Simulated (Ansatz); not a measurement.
Results of LDA in Ansatz (plane waves, PAW) for Si (I4/mmm, No. 139, 4 atoms in the cell; start mp-999200; another form than the element's usual one).

Settings: plane-wave cutoff 520 eV, 10×10×10 k mesh, Fermi–Dirac smearing 0.01 eV, scalar-relativistic PAW data made under PBE.

Computed at the level's own relaxed cell.

```
CELL_PARAMETERS angstrom
     -3.30233     3.30233     1.90754
      3.30233    -3.30233     1.90754
      3.30233     3.30233    -1.90754
ATOMIC_POSITIONS crystal
  Si 0.17879 0.17879 0.35759
  Si 0.82121 0.82121 0.64241
  Si 0.17879 0.82121 0.00000
  Si 0.82121 0.17879 0.00000
```

Problem. List the 9 lowest band energies at Γ above −25 eV (eV, relative to the valence band maximum), grouping those that round alike.

Solution. At Γ: -12.20, -7.88, -5.64 (×2), -3.85, -1.50 (×2), -0.57, 1.37.

A start named mp-… is a Materials Project structure, which need not be a measured phase.

Ansatz is a program for electronic structure.
